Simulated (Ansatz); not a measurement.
**A self-consistent single point of ZnPt (P4mm, 2 atoms in the cell) with Ansatz (a program for electronic structure)**

Level of theory: PBEsol, default PAW files made with PBE (plane waves; Ansatz).

The input file:

Ansatz 0.2 input:
```yaml
# ZnPt
crystal:
  lattice:
    - [2.84230700, 0.00000000, 0.00000000]
    - [0.00000000, 2.84230700, 0.00000000]
    - [0.00000000, 0.00000000, 3.48407600]
  atoms:
    - { symbol: Zn, position: [0.50000000, 0.50000000, 0.51435100] }
    - { symbol: Pt, position: [0.00000000, 0.00000000, 0.00000000] }
basis:
  ecutwfc: 30.9 Ry
kpoints:
  mp_grid:
    grid: [12, 12, 10]
hamiltonian:
  xc: pbesol
  pseudopotentials:
    kind: paw
scf:
  occupations:
    method: fermi_dirac
    width: 0.0073 Ry
output:
  forces: true
  eigenvalues: true
  stress: true
```

Output (repeated stretches shortened):

```
WARN ansatz: RAYON_NUM_THREADS=1 ignored (pool sized by the plan → 1); use --threads N
Pseudopotentials: kind: paw
Pseudopotential: Zn, paw, valence charge 12
Pseudopotential: Pt, paw, valence charge 18
Crystal: 2 atoms, lattice volume = 28.147 Å³
Basis set: ecut = 420.4159175005146 eV, 543 PW (Γ), exchange–correlation on 40×40×48 points (8 copies of the dense FFT grid, shifted against one another)
Bands: 19, of which v1, the nominal top of the filled ones, is band 15 counted from 1 (14 counted from 0)
Symmetry: 8 space group operations
Space group: P4mm (ITA 99), of the structure as read, at distance tolerance 3.0e-5 Å
k-points: 168 of 1440 (time reversal used)
PAW frozen core: Zn, regenerated for the run's functional, and the local potential with it
PAW frozen core: Pt, regenerated for the run's functional, and the local potential with it
Initial density: superposition of atomic densities (neutral atoms: chi_scale 0, normalization atom), corrected by the library's trained network
Initial wavefunctions: pseudopotential atomic-orbital guess
Eigensolver: davidson
Functional: x = pbesol(κ = 0.804, μ = 0.12345679012345678), c = pbesol(β = 0.046)
SCF iter   1: F=—  HF=-15665.867271 eV  |F-HF|=—  |Δ(HF+E_count)|=         —  Δρ=8.95e-3  dr2=2.32e-2  ethr=1.77e-3  ⟨swp⟩=4.9  Hψ=13646  notcnv=0
all-band conjugate gradients solve this SCF's bands
preconditioner: auto → none
SCF iter   2: F=—  HF=-15665.864555 eV  |F-HF|=—  |Δ(HF+E_count)|=   2.72e-3  Δρ=5.08e-3  dr2=1.03e-2  ethr=7.74e-5  ⟨swp⟩=1.6  Hψ=5562  notcnv=0
SCF iter   3: F=—  HF=-15665.862637 eV  |F-HF|=—  |Δ(HF+E_count)|=   1.92e-3  Δρ=2.68e-3  dr2=1.28e-3  ethr=3.43e-5  ⟨swp⟩=2.2  Hψ=4630  notcnv=0
SCF iter   4: F=—  HF=-15665.862006 eV  |F-HF|=—  |Δ(HF+E_count)|=   6.30e-4  Δρ=3.38e-4  dr2=1.58e-5  ethr=4.27e-6  ⟨swp⟩=2.0  Hψ=4796  notcnv=0
SCF iter   5: F=—  HF=-15665.861989 eV  |F-HF|=—  |Δ(HF+E_count)|=   1.74e-5  Δρ=6.24e-5  dr2=6.09e-7  ethr=5.28e-8  ⟨swp⟩=2.5  Hψ=5813  notcnv=0
SCF iter   6: F=-15665.861989 eV  HF=-15665.861989 eV  |F-HF|=3.65e-8  |Δ(HF+E_count)|=   1.08e-7  Δρ=1.43e-5  dr2=5.62e-8  ethr=3.33e-10  ⟨swp⟩=5.1  Hψ=14146  notcnv=0
SCF 1 converged in 6 iterations: F = -15665.861989 eV  dr2 = 5.62e-8
SCF converged after 6 iterations
Free energy (F): -15665.861989 eV
Harris-Foulkes:  -15665.861989 eV  (|F-HF|=3.65e-8)
Internal energy: -15665.847734 eV  (E = F + TS)
E sigma→0 (E₀):  -15665.854861 eV
Entropy (-TS):   -0.014255 eV (-7.128 meV/atom)
Fermi energy:    18.289160 eV
--- Per-component energies (eV) ---
  E_band       = -77.905681
  E_kinetic    = 771.643280
  E_local      = -2963.410227  (includes V_loc(G=0)·N_el)
  E_nonlocal   = 816.697005
  E_hartree    = 1169.656747
  E_xc         = -397.661504
  E_vxc        = -357.089697  (∫ρ·V_xc dr)
  E_paw        = -11105.999666  (= ΣΔE_a)
  E_vpaw       = -685.053579  (= ΣTr[D̂ρ^β])
  E_aug_tail   = -0.000153  (compensation charges beyond the density's cutoff)
  E_ewald      = -3957.857551
  E_core_change = 1.084336  (= ΣΔE_core)
  E_smearing   = -0.014255  (= −TS)
  E_closure    = -0.000000  (closes the sum)
  Σ components = -15665.861989   (vs F -15665.861989, Δ=0.00e0)
--- Forces (eV/Å), atoms counted from 1 ---
  atom   1  Zn    -0.00000000     0.00000000    -0.36276396
  atom   2  Pt     0.00000000     0.00000000     0.36303306
  max |Σ_I F_I| component: 2.69e-4 eV/Å
--- Stress (GPa, compression-positive) ---
       -1.383455       0.000000       0.000000
        0.000000      -1.383455       0.000000
        0.000000       0.000000      -1.378500
  P = ⅓ Tr σ = -1.3818 GPa (-13.818 kbar)
  The stress holds the Pulay correction. Without it, at fixed plane waves, as pw.x and ABINIT print it: P = -1.4956 GPa
--- Band table (eV; the first three rows and the last of 168) ---
  k-point 0: bands = ["-80.0475", "-34.2425", "-34.1648", "-34.1648", "7.6734", "10.4821", "10.5452", "11.3497", "11.3497", "11.5957", "13.5941", "14.2429", "16.7705", "16.7705", "17.3536", "20.7088", "26.7069", "26.7069", "27.3815"]
  k-point 1: bands = ["-80.0475", "-34.2443", "-34.1648", "-34.1648", "7.8228", "10.5197", "10.5738", "11.3602", "11.3602", "11.6004", "13.5614", "14.1895", "16.6694", "16.6694", "17.3463", "19.9814", "27.0004", "27.0004", "28.3588"]
  k-point 2: bands = ["-80.0474", "-34.2489", "-34.1645", "-34.1645", "8.2610", "10.6185", "10.6519", "11.3887", "11.3887", "11.6127", "13.4723", "13.9926", "16.4176", "16.4176", "17.3270", "18.5648", "27.8279", "27.8279", "30.5361"]
  k-point 167: bands = ["-80.0317", "-34.3387", "-34.3387", "-34.2230", "10.8665", "11.0681", "11.0681", "11.6771", "11.8933", "12.4551", "13.0508", "13.0508", "16.9952", "18.5165", "21.0828", "23.4430", "23.4430", "23.8306", "25.4238"]
```

The run converged in 6 iterations.

The starting cell comes from a database of computed structures (which also holds hypothetical and non-ambient phases and stackings), without a prior relaxation at this level. Its lattice was rescaled by up to half a per cent. One atom was moved a little off its site on purpose. Spin-orbit coupling is off. Spin polarisation is off. Ansatz's pressure includes its estimate of the finite-basis (Pulay) stress.
